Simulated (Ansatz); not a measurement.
Cell and atoms of amorphous Hf18O39La2:

```xyz
59
Lattice="8.7869 0.3862 -0.3659 0.3862 9.1726 0.4363 -0.3659 0.4363 9.7059" Properties=species:S:1:pos:R:3 pbc="T T T"
Hf     6.1687     1.6869     8.5235
Hf     3.4472     6.8161     2.1000
Hf     4.3974     8.1452     8.1590
Hf     6.4162     4.8555     7.1832
Hf     3.0962     4.8434     4.7902
Hf     6.5671     6.9681     1.0560
Hf     7.4321     1.1842     2.4967
Hf     5.9755     2.6355     5.0455
Hf     1.9003     7.9818     5.2557
Hf     3.2097     2.5076     7.0923
Hf     4.7733     3.4121     1.4426
Hf     0.9468     8.1783     1.1850
Hf     2.0032     2.1309     0.4886
Hf     7.9744     3.9412     0.8969
Hf     7.3251     8.0655     6.8420
Hf     0.0710     1.3073     7.0072
Hf     5.2016     8.3030     4.4965
Hf     1.9397     1.8312     3.8161
O      0.4345     8.3823     6.9438
O      0.9363     3.8983     0.3599
O      5.3619     8.7055     6.4456
O      1.4695     3.7809     4.1018
O      3.3904     9.2673     4.4215
O      7.0851     7.4678     4.9337
O      8.2270     1.1738     8.6199
O      0.2618     0.4703     4.1081
O      2.5571     9.2916     1.1269
O      1.4224     2.4509     8.1384
O      1.7279     7.5276     2.9995
O      5.8638     0.9348     3.7377
O      4.1487     1.0092     8.2242
O      8.0837     6.0910     7.0997
O      0.3231     1.9141     1.9788
O      3.1722     2.2846     2.2031
O      5.7681     4.7252     5.2087
O      2.8331     7.6195     7.1288
O      3.3465     3.6233     9.4978
O      1.9223     6.6297     0.4822
O      8.0987     5.8163     1.8140
O      3.7311     6.7835     4.4880
O      1.8522     1.4237     5.9304
O      6.6219     8.4858     8.9975
O      6.8097     1.1539     6.4619
O      2.9969     4.4913     6.7856
O      6.0505     4.8631     0.7907
O      1.3702     6.0370     5.3864
O      4.5624     6.9754     0.3274
O      7.9040     3.3382     5.7961
O      5.2897     3.0078     7.1305
O      3.7699     4.9162     2.5858
O      5.4926     6.4445     7.7438
O      7.0961     3.6805     8.7107
O      6.2414     1.9594     0.8436
O      6.8597     3.2271     3.0661
O      3.8428     2.7582     4.9331
O      7.8481     8.6780     1.7865
O      5.3975     7.5595     2.5780
La     1.5514     5.6985     8.2071
La     8.1667     5.3575     4.2465
```

Level of theory: PBE, scalar-relativistic without spin-orbit coupling (plane waves to 420 eV, PAW; Ansatz, a quantum-chemistry and plane-wave program).

The cell was made by melting and quenching with the CHGNet potential and then relaxed with DFT. O atoms were pushed apart under 1.9 Å during the dynamics, to hinder bonds among them. The hot cell started wider than the set density and was brought back towards it in steps. It is the lowest in DFT energy of 2 quenches. It is a model cell: composition and starting density were chosen by hand, and all elements were melted together. No dispersion term was used. Its density started from a set value of 8.75 and ended at 8.78 g/cm³. The quench (nominally 380 K/ps over its main leg) was far faster than any real one, so the model tends to hold more defects than a real film. A cell of this size samples the disorder only roughly. Volume and shape were free in the relaxation.

Bonds are counted up to Hf-Hf 3.34 Å, Hf-O 2.88 Å, Hf-La 3.65 Å, O-O 1.58 Å, O-La 3.00 Å, La-La 3.96 Å. Two cations that share two anions don't count as bonded, nor two that share one unless they lie closer than Hf-Hf 3.25 Å, Hf-La 3.55 Å, La-La 3.85 Å.

### Question
Give the coordination numbers, mean bond lengths and angles.

### Answer

The mean coordination of Hf by anions is 6.50 (1 with 5, 8 with 6, 8 with 7, 1 with 8) and the mean coordination of O is 3.36 (26 with 3, 12 with 4, 1 with 5). The mean coordination of La by anions is 7.00 (1 with 6, 1 with 8) and the mean Hf-O bond comes out as 2.169 Å (spread 0.177 Å, 117 counted). The mean O-La bond comes out as 2.554 Å (spread 0.177 Å, 14 counted) and the bond angle at Hf comes out as mean 102.0°, spread 29.4°. The bond angle at O comes out as mean 112.5°, spread 19.5° and the bond angle at La comes out as mean 99.8°, spread 30.8°.

### Question
List the pairs of like atoms that count as bonded by the rules above.

### Answer
There are none by these rules.
